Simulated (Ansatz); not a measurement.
Consider Si (space group P6_3/mmc, No. 194; a = 3.832 Å, c = 6.342 Å; a cell from a computed database, its experimental status unchecked). Axes: x lies along a and z along c of the hexagonal cell.

Method: r2SCAN (Ansatz, an electronic-structure program; PAW; 500 eV plane waves; no spin-orbit coupling), earlier PAW set.

Strains are applied to the cell and any free atomic positions relax; under biaxial strain the out-of-plane vector relaxes too.

One change was made to it. Results:

| quantity | base | after |
|---|---|---|
| pressure (mean of the normal stresses, compression positive) | 0.00 GPa | 1.94 GPa |
| smallest direct gap | 1.36 eV | 1.22 eV |
| band gap | 0.61 eV | 0.50 eV |

Task: Name the change that was made.
(A) biaxial strain −0.77 %, plane normal [001], relaxed out of plane
(B) isotropic strain +0.92 %
(C) isotropic strain −1.06 %
(D) strain tensor (xx, yy, zz, yz, xz, xy) = (−0.91, +0.45, −1.86, −1.34, −1.95, −1.08) %
(E) uniaxial strain ε_zz = −1.86 %

Result: E, uniaxial strain ε_zz = −1.86 %. For comparison, the pressure in the other runs: biaxial strain −0.77 %, plane normal [001], relaxed out of plane gives 1.26 GPa; isotropic strain −1.06 % gives 3.31 GPa; strain tensor (xx, yy, zz, yz, xz, xy) = (−0.91, +0.45, −1.86, −1.34, −1.95, −1.08) % gives 2.40 GPa; isotropic strain +0.92 % gives -2.52 GPa.

Whether these cells are dynamically stable was not tested. This is not the structure that Si has at room temperature and ambient pressure.
